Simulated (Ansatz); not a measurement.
The band gap in a series of structures.

Cell A: P (black phosphorus, Cmce), 4 atoms in the cell, k-point mesh 10×8×10 on the run's own vectors.
```
P
1.0
    3.29679     0.00000     0.00000
    0.00000     0.00000    -4.46892
   -1.64840     5.34456     0.00000
P
4
Direct
  0.59885   0.08553   0.19769
  0.40115   0.91447   0.80231
  0.90115   0.58553   0.80231
  0.09885   0.41447   0.19769
```

Cell B: P (P-1), 42 atoms in the cell; this is a cell whose start was taken from, or built on, an entry of a structure database, and that this text hasn't matched to a measured one, k-point mesh 5×3×3 on the run's own vectors.
```yaml
crystal:
  lattice:
    - [7.13481, 0.14748, -0.00773]
    - [-1.57415, 11.59638, 0.01708]
    - [-3.47092, -3.73694, 11.26465]
  atoms:
    - { symbol: P, position: [0.26076, 0.67259, 0.85103] }
    - { symbol: P, position: [0.73924, 0.32741, 0.14897] }
    - { symbol: P, position: [0.00896, 0.52563, 0.72653] }
    - { symbol: P, position: [0.99104, 0.47437, 0.27347] }
    - { symbol: P, position: [0.00707, 0.41776, 0.84898] }
    - { symbol: P, position: [0.99293, 0.58224, 0.15102] }
    - { symbol: P, position: [0.75551, 0.27555, 0.72205] }
    - { symbol: P, position: [0.24449, 0.72445, 0.27795] }
    - { symbol: P, position: [0.72394, 0.15872, 0.83076] }
    - { symbol: P, position: [0.27606, 0.84128, 0.16924] }
    - { symbol: P, position: [0.45954, 0.02617, 0.70202] }
    - { symbol: P, position: [0.54046, 0.97383, 0.29798] }
    - { symbol: P, position: [0.49759, 0.93018, 0.83463] }
    - { symbol: P, position: [0.50241, 0.06982, 0.16537] }
    - { symbol: P, position: [0.25466, 0.77495, 0.72551] }
    - { symbol: P, position: [0.74534, 0.22505, 0.27449] }
    - { symbol: P, position: [0.45260, 0.51225, 0.65413] }
    - { symbol: P, position: [0.54740, 0.48775, 0.34587] }
    - { symbol: P, position: [0.13703, 0.41908, 0.59451] }
    - { symbol: P, position: [0.86297, 0.58092, 0.40549] }
    - { symbol: P, position: [0.20128, 0.26014, 0.65227] }
    - { symbol: P, position: [0.79872, 0.73986, 0.34773] }
    - { symbol: P, position: [0.88486, 0.17050, 0.58916] }
    - { symbol: P, position: [0.11514, 0.82950, 0.41084] }
    - { symbol: P, position: [0.90319, 0.99973, 0.62969] }
    - { symbol: P, position: [0.09681, 0.00027, 0.37031] }
    - { symbol: P, position: [0.58266, 0.91695, 0.56518] }
    - { symbol: P, position: [0.41734, 0.08305, 0.43482] }
    - { symbol: P, position: [0.68010, 0.77093, 0.63510] }
    - { symbol: P, position: [0.31990, 0.22907, 0.36490] }
    - { symbol: P, position: [0.38080, 0.66586, 0.59195] }
    - { symbol: P, position: [0.61920, 0.33414, 0.40805] }
    - { symbol: P, position: [0.53375, 0.60382, 0.84556] }
    - { symbol: P, position: [0.46625, 0.39618, 0.15444] }
    - { symbol: P, position: [0.24641, 0.31559, 0.84344] }
    - { symbol: P, position: [0.75359, 0.68441, 0.15656] }
    - { symbol: P, position: [0.95700, 0.04651, 0.82490] }
    - { symbol: P, position: [0.04300, 0.95349, 0.17510] }
    - { symbol: P, position: [0.78429, 0.87075, 0.82919] }
    - { symbol: P, position: [0.21571, 0.12925, 0.17081] }
    - { symbol: P, position: [0.53263, 0.45021, 0.91940] }
    - { symbol: P, position: [0.46737, 0.54979, 0.08060] }
```

Cell C: P (P2/c), 84 atoms in the cell, k-point mesh 4×4×2 on the run's own vectors.
```xyz
84
Lattice="9.2181 0.0000 0.0190 0.0000 9.1430 0.0000 -6.2220 0.0000 21.9588" Properties=species:S:1:pos:R:3 pbc="T T T"
P     -0.7076     7.8851     9.3408
P      6.8146     7.8851     1.6577
P      3.7036     1.2580    12.6371
P     -3.8186     1.2580    20.3202
P     -1.3737     6.2140     6.5588
P      7.4808     6.2140     4.4396
P      4.3698     2.9290    15.4190
P     -4.4847     2.9290    17.5382
P      6.1718     5.5772     9.3791
P     -0.0648     5.5772     1.6193
P     -3.1758     3.5658    12.5987
P      3.0608     3.5658    20.3586
P      1.6107     3.2464    10.2491
P      4.4963     3.2464     0.7493
P      1.3853     5.8966    11.7287
P     -1.5003     5.8966    21.2286
P     -2.8208     7.6902     9.9639
P      8.9279     7.6902     1.0345
P      5.8169     1.4528    12.0140
P     -5.9319     1.4528    20.9433
P     -0.5161     0.8263     9.9757
P      6.6232     0.8263     1.0227
P      3.5122     8.3167    12.0021
P     -3.6271     8.3167    20.9552
P      4.0774     5.4392     9.9976
P      2.0297     5.4392     1.0009
P     -1.0813     3.7039    11.9803
P      0.9664     3.7039    20.9770
P      3.6885     3.3329     9.5353
P      2.4185     3.3329     1.4631
P     -0.6925     5.8101    12.4425
P      0.5775     5.8101    20.5147
P      1.5842     1.1877     9.4810
P      4.5229     1.1877     1.5174
P      1.4119     7.9554    12.4968
P     -1.5268     7.9554    20.4604
P      6.7731     0.4899     7.0512
P     -0.6660     0.4899     3.9472
P     -3.7771     8.6531    14.9267
P      3.6621     8.6531    18.0306
P      2.9225     6.6081     8.4222
P      3.1845     6.6081     2.5762
P      0.0735     2.5349    13.5557
P     -0.1885     2.5349    19.4016
P     -0.7454     8.2238     7.1682
P      6.8525     8.2238     3.8302
P      3.7415     0.9192    14.8096
P     -3.8565     0.9192    18.1476
P     -1.6868     2.0053     8.4178
P      7.7939     2.0053     2.5806
P      4.6829     7.1377    13.5600
P     -4.7978     7.1377    19.3973
P      1.9598     5.0471     7.2300
P      4.1472     5.0471     3.7684
P      1.0362     4.0959    14.7479
P     -1.1512     4.0959    18.2094
P      5.2324     8.8507     8.4187
P      0.8747     8.8507     2.5797
P     -2.2363     0.2923    13.5592
P      2.1214     0.2923    19.3981
P      5.8398     5.6018     7.2084
P      0.2672     5.6018     3.7901
P     -2.8438     3.5412    14.7695
P      2.7288     3.5412    18.1878
P      4.4624     7.3137     7.0259
P      1.6447     7.3137     3.9725
P     -1.4663     1.8293    14.9520
P      1.3514     1.8293    18.0053
P     -0.1354     2.9502     7.1920
P      6.2425     2.9502     3.8064
P      3.1314     6.1928    14.7858
P     -3.2464     6.1928    18.1715
P      1.6715     1.6215     7.2917
P      4.4356     1.6215     3.7068
P      1.3246     7.5215    14.6862
P     -1.4396     7.5215    18.2711
P      0.4358     4.4480     8.7001
P      5.6712     4.4480     2.2983
P      2.5602     4.6950    13.2777
P     -2.6752     4.6950    19.6795
P      3.2879     3.2469     7.3320
P      2.8192     3.2469     3.6664
P     -0.2919     5.8962    14.6459
P      0.1769     5.8962    18.3114
```

Plane-wave PAW calculations with Ansatz (a first-principles code), its default PAW set, cutoff 500 eV. The structures are at rest with r2SCAN+D4; other levels are single points on them. Neutral cells; Fermi-Dirac smearing of at most 0.05 eV in the solids, energies taken to zero width. The lattices are those relaxed with r2SCAN+D4, so at other levels the solids can be strained. Larger cells are relaxed on a coarser mesh till forces fall under 0.03 eV/Å, which some starts already meet. Cells are local rest points, mostly with their start's symmetry. A dispersion term ran beside these levels; it doesn't touch the electrons. Gaps are highest filled to lowest empty Kohn-Sham level on the run's k-point mesh, states of defects and surfaces included; edges off the mesh make the true gap smaller, and under 0.08 eV counts as none; a gap is called direct where the least direct separation is within 0.02 eV of it.

Task: Give the band gap (eV) at the level r2SCAN, cell by cell.

Result: 
```csv
system,r2SCAN
A,none
B,1.93
C,1.68
```

With r2SCAN the value is lowest for A and highest for B.
